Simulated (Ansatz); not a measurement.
Base system: AlN in the wurtzite structure (space group P6_3mc, No. 186; a = 3.114 Å, c = 4.984 Å).

It is then changed as follows: Ga takes the place of Al on all its sites, then cell and atoms are relaxed.

Levels (all Ansatz, an electronic-structure program, PAW): PBEsol (420 eV, spin-orbit coupling left out); HSE06 (420 eV, no spin-orbit coupling).

The geometry is relaxed with PBEsol.

```
Quantity           Value
---------------  -------
PBEsol band gap  1.88 eV
```

### Question
Predict the band gap from HSE06.

### Answer
The band gap goes up by 1.318 eV to 3.19 eV.

Single points use the geometry relaxed with PBEsol. Whether these cells are dynamically stable was not tested.
